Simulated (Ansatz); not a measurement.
We consider Mg₂Sn (P6₃/mmc, No. 194, 6 atoms in the cell; start mp-1018795; a measured phase of this formula has another space group), described by LDA in Ansatz (PAW).

Settings: plane-wave cutoff 520 eV, 12×12×10 k mesh (along the axes of the cell as run), Fermi–Dirac smearing 0.05 eV, scalar-relativistic PAW data made under PBE.

Cell (relaxed at this level):

```yaml
crystal:
  lattice:
    - [4.94690, 0.00000, 0.00000]
    - [-2.47345, 4.28414, 0.00000]
    - [0.00000, 0.00000, 6.13313]
  atoms:
    - { symbol: Mg, position: [0.00000, 0.00000, 0.00000] }
    - { symbol: Mg, position: [0.00000, 0.00000, 0.50000] }
    - { symbol: Mg, position: [0.66667, 0.33333, 0.25000] }
    - { symbol: Mg, position: [0.33333, 0.66667, 0.75000] }
    - { symbol: Sn, position: [0.66667, 0.33333, 0.75000] }
    - { symbol: Sn, position: [0.33333, 0.66667, 0.25000] }
```

Question: What does this level give for the bulk modulus B0?

Answer: 
- bulk modulus B0: 49.5 GPa

The run finds no gap.

Note: the bulk modulus is −V dP/dV from two relaxed cells at ±2 % in volume; the relaxation could not lower the start's symmetry, so the cell can be a saddle point above a distorted one.

Spin–orbit coupling is not included.

The computed numbers hold no vibrational or temperature effects.

A start named mp-… is a Materials Project structure, which need not be a measured phase.

Ansatz is a program for electronic structure.
